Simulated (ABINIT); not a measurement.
**Several settings converged on LiZn3 (I4mm, 4 atoms in the cell)**

```
LiZn3
1.0
    0.00000     3.02014     3.02014
    3.02014     0.00000     3.02014
    3.02014     3.02014     0.00000
Li Zn
1 3
Direct
  0.00828   0.00828   0.99172
  0.25000   0.25000   0.25000
  0.75000   0.75000   0.75000
  0.50000   0.50000   0.50000
```

Base method: LDA (PW92), PAW (JTH v2.0 LDA PAW) (plane waves; ABINIT).

Base settings: pseudos = [Li.LDA_PW-JTH.xml, Zn.LDA_PW-JTH.xml]; ecut = 30 Ha; pawecutdg = 60 Ha; pawxcdev = 0; occopt = 7; tsmear = 0.1 eV; ngkpt = 4 4 4; nshiftk = 1; shiftk = 0 0 0; potentials = JTH v2.0 LDA PAW.

The count of work is k-points × plane waves × bands × iterations; it is no time. Core times come from one kind of shared machine, to one figure; runs under 30 s give none.

**The plane-wave cutoff**

Moved along: pawecutdg.

The second cell is the first with its lattice scaled by 0.98.

The mesh stays at the base's, so the ladder's end is converged at best in this setting alone.

Only quantities that move along the ladder and can be compared are tabulated.

| ecut | free energy less the last step's (meV/atom) | energy of the compressed cell less the first (meV/atom) | pressure (GPa) | largest difference of a force vector from the last step's (eV/Å) | count of work / last | core time / last (rough) |
|---|---|---|---|---|---|---|
| 10 Ha | 1627.01 | -32.58 | -143.60 | 0.014 | 0.093 | 0.2 |
| 12 Ha | 161.08 | -9.18 | -20.62 | 0.001 | 0.24 | 0.4 |
| 14 Ha | 50.27 | -13.73 | -5.24 | 0.000 | 0.21 | 0.4 |
| 16 Ha | 45.57 | -13.82 | -5.26 | 0.000 | 0.35 | 0.7 |
| 30 Ha | 1.07 | -13.20 | -4.78 | 0.000 | 1.2 | 1 |
| 33 Ha | 0.00 | -13.21 | -4.73 | 0.000 | 1.0 | 1 |

Coarsest ecut that holds the pressure within 0.2 GPa of the last step, with all finer ones: 30 Ha; the step before is off by 0.53 GPa.

Coarsest ecut that holds the energy of the compressed cell less the first within 1 meV/atom of the last step, with all finer ones: 14 Ha, at 0.21 of the last step's count of work and about 0.4 of the last step's time; the step before is off by 4.0 meV/atom.

Coarsest ecut that holds the free energy within 5 meV/atom of the last step, with all finer ones: 30 Ha; the step before is off by 46 meV/atom.

At the lowest cutoff the pressure lies 139 GPa under the last step's, the usual sign of Pulay stress in an incomplete plane-wave basis.

**The cutoff for other potential files**

Level: DFT, LDA (PW92), plane waves, norm-conserving pseudopotentials (PseudoDojo nc-sr-04 LDA standard).

In this ladder: pseudos = [Li.upf, Zn.upf]; pawecutdg = default; pawxcdev = default; nband = 41; potentials = PseudoDojo nc-sr-04 LDA standard.

The second cell is the first with its lattice scaled by 0.98.

The mesh stays at the base's, so the ladder's end is converged at best in this setting alone.

Only quantities that move along the ladder and can be compared are tabulated.

```tsv
ecut	free energy less the last step's (meV/atom)	energy of the compressed cell less the first (meV/atom)	pressure (GPa)	largest difference of a force vector from the last step's (eV/Å)	count of work / last	core time / last (rough)
19 Ha	44375.86	611.53	-1866.07	0.049	0.24	0.2
29 Ha	1110.82	-29.77	-123.29	0.005	0.41	0.4
36 Ha	17.24	-13.57	-8.55	0.000	0.61	0.5
50 Ha	0.00	-14.10	-4.83	0.000	1.0	1
```

Coarsest ecut that holds the energy of the compressed cell less the first within 2 meV/atom of the last step, with all finer ones: 36 Ha; the step before is off by 16 meV/atom.

Coarsest ecut that holds the pressure within 1 GPa: not settled: the last two steps still differ by 3.7 GPa, over half the tolerance, so the ladder does not show it.

Coarsest ecut that holds the free energy within 5 meV/atom: not settled: the last two steps still differ by 17 meV/atom, over half the tolerance, so the ladder does not show it.

At the lowest cutoff the pressure lies 1860 GPa under the last step's, the usual sign of Pulay stress in an incomplete plane-wave basis.

**The density cutoff**

The second cell is the first with its lattice scaled by 0.98.

The mesh stays at the base's, so the ladder's end is converged at best in this setting alone.

Only quantities that move along the ladder and can be compared are tabulated.

```csv
pawecutdg,energy of the compressed cell less the first (meV/atom),core time / last (rough)
30 Ha,-13.49,0.9
45 Ha,-13.30,1.0
60 Ha,-13.20,0.7
75 Ha,-13.15,0.7
120 Ha,-13.22,1
```

Coarsest pawecutdg that holds the energy of the compressed cell less the first within 0.2 meV/atom of the last step, with all finer ones: 45 Ha; the step before is off by 0.26 meV/atom.

On the base run: the starting cell comes from a database of computed structures (which also holds hypothetical and non-ambient phases and stackings), without a prior relaxation at this level. Its lattice was rescaled by up to half a per cent. One atom was moved a little off its site on purpose. In the base run, with a pressure of about -5 GPa the cell is away from its equilibrium volume at this level. Without a gap this mesh is coarse (it stands for a supercell whose shortest vector is 17 Å).
